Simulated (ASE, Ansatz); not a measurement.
One thermal frame of composition ZrCu, cell Zr24Cu24, brought to this temperature after a much hotter stage [in the CHGNet run: it was liquid; mean temperature 1520 K (target 1510 K); density 6.77 g/cm³, volume +5 % from the start cell's], 1510 K, computed in Ansatz (plane waves, PAW) at several levels on the same positions and k-sampling (one point, (1/4, 1/4, 1/4)); no spin polarisation or spin-orbit coupling.

The frame comes from MD with CHGNet (ASE). The base level is PBE (cutoff 420 eV), whose static pressure on this k-sampling is -0.7 GPa. On the run's last frame a denser k-mesh moved the forces by 0.051 eV/Å rms, the static pressure by -0.01 GPa and the free energy by -1 meV/atom, which is about how far such values are converged. That check is the base level's. Differences between levels on one k-sampling err less than the absolute values. Cutoffs of the other levels: 500 eV for r2SCAN, the files' default (420 eV for most) otherwise. Volume per atom 18.97 Å³.

```csv
level,static pressure less the base's (GPa),rms force change from the base (eV/Å),cost
PBE,0,0,(base)
r2SCAN,?,?,about 7 core-minutes (a rough figure)
PBEsol,?,?,around 2.0 core-minutes (rough)
LDA,?,0.13,roughly 110 core-seconds
```

Problem. Fill in the missing entries.

Solution. 
- r2SCAN, static pressure less the base's (GPa): -2.0
- r2SCAN, rms force change from the base (eV/Å): 0.06
- PBEsol, static pressure less the base's (GPa): -4.6
- PBEsol, rms force change from the base (eV/Å): 0.07
- LDA, static pressure less the base's (GPa): -7.8

Ansatz is a quantum-chemistry and plane-wave program.
